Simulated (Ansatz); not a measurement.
Where the default PAW files enter, the runs use the earlier of Ansatz's two default sets.

Data:

```
ZnS
1.0
    3.80748     0.00000     0.00000
   -1.90374     3.29737     0.00000
    0.00000     0.00000    43.59573
Zn S
14 14
Cartesian
  1.90374   1.09913   3.11709
  0.00000   2.19825  24.91496
  0.00000   0.00000  28.02769
  0.00000   0.00000   6.22983
  0.00000   2.19825  34.25317
  1.90374   1.09913  12.45530
  0.00000   0.00000  15.57239
  0.00000   0.00000  37.37026
  1.90374   1.09913  40.48299
  0.00000   2.19825  18.68513
  0.00000   2.19825   9.34256
  1.90374   1.09913  31.14043
  0.00000   2.19825   0.00000
  1.90374   1.09913  21.79787
  0.00000   2.19825  21.01314
  1.90374   1.09913  42.81101
  0.00000   2.19825   2.33673
  1.90374   1.09913  24.13460
  1.90374   1.09913  14.79203
  0.00000   2.19825  36.58990
  0.00000   0.00000  17.90477
  0.00000   0.00000  39.70263
  1.90374   1.09913  33.47280
  0.00000   2.19825  11.67494
  0.00000   0.00000   8.56220
  0.00000   0.00000  30.36007
  1.90374   1.09913   5.44947
  0.00000   2.19825  27.24733
```

Space group of this cell: P6_3mc. The cell is taken as given.

Method: r2SCAN (plane waves, PAW; Ansatz, a quantum-chemistry and plane-wave program).

The current runs along the normal of the first two printed vectors; no spin-orbit coupling. Scaled by the factor s: the length along the current (ions clamped). Meshes 12×12×1 and 12×12 across the current in all rows.

```
s     mean pressure (GPa)  band gap (eV)
----  -------------------  -------------
0.97                  2.8           2.79
1.00                  0.1           2.71
1.03                 -2.0              ?
```

Task: Take the slope of the band gap against ln s from the two given rows, extrapolate to s = 1.03, and say what the run there gives.

Result: Slope = (2.79 − 2.71) / ln 0.97 = -2.63 eV. The line gives 2.71 + (-2.63) × ln 1.03 = 2.63 eV. The run gives 2.52 eV, 0.11 eV under the line, 145 % of the predicted step.
